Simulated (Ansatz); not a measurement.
An Ansatz (a quantum-chemistry and plane-wave program) input (PBEsol in Ansatz (plane waves to 420 eV, PAW, without spin-orbit coupling)):

Ansatz 0.2 input:
```yaml
crystal:
  lattice:
    - [4.3114592069, 0, 0]
    - [-2.1557296035, 3.7338332006, 0]
    - [0, 0, 7.0074728994]
  atoms:
    - { symbol: Mg, position: [0.6666666667, 0.3333333333, 0.0009846828] }
    - { symbol: Mg, position: [0.3333333333, 0.6666666667, 0.5009846828] }
    - { symbol: Te, position: [0.6666666667, 0.3333333333, 0.6242153172] }
    - { symbol: Te, position: [0.3333333333, 0.6666666667, 0.1242153172] }
basis: { ecutwfc: 420, ecutrho_ratio: 4, xc_grid: 2, fft_grid_basis: typed }
kpoints: { mp_grid: { grid: [8, 8, 5] } }
hamiltonian:
  xc: pbesol
  dispersion: none
  pseudopotentials: { kind: paw }
scf: { occupations: { method: fermi_dirac, width: 0.05 }, convergence: { dr2_threshold: 0.0000000004 } }
relax: { f_tol: 0.005, max_steps: 50 }
output: { forces: true, stress: true }
checkpoint: { write: state.ck, write_every: 1000 }
```

Question: Which symmetry and how many k-points will the program report, and about how many plane waves at Γ?

Answer: Space group P63mc (ITA 186) with 12 operations, k-points 30 of 320, and 2201 plane waves at Γ.

Question: And the final pressure?

Answer: 8.63 GPa (compression positive).

The cells carry an imposed strain or load. No phonon test of stability was made. The cell was made from MgTe in the wurtzite structure (space group P6_3mc, No. 186) by this change: isotropic strain −5.47 %.
